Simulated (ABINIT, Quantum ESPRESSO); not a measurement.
An ABINIT input for a self-consistent single point of InSe (P6_3/mmc, 8 atoms in the cell) (DFT, PBE, plane waves, PAW (JTH v2.0 PBE PAW)):

```
# InSe, JTH v2.0 PBE PAW
pp_dirpath "./"
pseudos "In.GGA_PBE-JTH.xml, Se.GGA_PBE-JTH.xml"
acell 3*1.0 Angstrom
rprim
         4.0203091587   -0.0000002868    0.0000000000
        -2.0101543310    3.4816900059    0.0000000000
         0.0000000000    0.0000000000   17.3360700000
natom 8
ntypat 2
znucl 49 34
typat 1 1 1 1 2 2 2 2
xred
         0.3333333333    0.6666666667    0.3303000000
         0.6666666667    0.3333333333    0.6697000000
         0.6666666667    0.3333333333    0.8303000000
         0.3333333333    0.6666666667    0.1697000000
         0.3333333333    0.6666666667    0.5973200000
         0.6666666667    0.3333333333    0.4026800000
         0.6666666667    0.3333333333    0.0973200000
         0.3333333333    0.6666666667    0.9026800000
ecut 20
pawecutdg 40
ixc 11
occopt 3
tsmear 0.01 eV
nband 48
kptopt 1
ngkpt 5 5 1
nshiftk 1
shiftk 0 0 0
nstep 100
tolvrs 1.0e-11
prtwf 0
prtden 0
prtvol 1
enunit 1
```

Question: Translate this input to Quantum ESPRESSO.

Answer: This is the input that was run; spellings and numerical settings could be chosen otherwise.

```fortran
&CONTROL
 calculation = 'scf'
 prefix = 'InSe'
 outdir = './out'
 pseudo_dir = './'
 tprnfor = .true.
 tstress = .true.
/
&SYSTEM
 ibrav = 0
 nat = 8
 ntyp = 2
 ecutwfc = 40
 ecutrho = 200
 occupations = 'smearing'
 smearing = 'fd'
 degauss = 0.000734986
/
&ELECTRONS
 conv_thr = 1.0d-10
/
ATOMIC_SPECIES
In   114.8180  in_pbe_v1.4.uspp.F.UPF
Se    78.9710  se_pbe_v1.uspp.F.UPF
ATOMIC_POSITIONS {crystal}
In    0.333333333    0.666666667    0.330300000
In    0.666666667    0.333333333    0.669700000
In    0.666666667    0.333333333    0.830300000
In    0.333333333    0.666666667    0.169700000
Se    0.333333333    0.666666667    0.597320000
Se    0.666666667    0.333333333    0.402680000
Se    0.666666667    0.333333333    0.097320000
Se    0.333333333    0.666666667    0.902680000
K_POINTS {automatic}
5 5 1  0 0 0
CELL_PARAMETERS {bohr}
   7.597283246     0.000000000     0.000000000
  -3.798641623     6.579440291     0.000000000
   0.000000000     0.000000000    32.760424377
```

Basis, cutoffs, solver keys and any potentials are the target program's own. This input uses DFT, PBE, plane waves, GBRV 1.5 ultrasoft (PBE) pseudopotentials.

The starting cell comes from a database of computed structures (which also holds hypothetical and non-ambient phases and stackings), without a prior relaxation at this level. Its lattice was rescaled by a random factor within 2.5 % of one. For this run, on top of that: lattice scaled by 0.98.
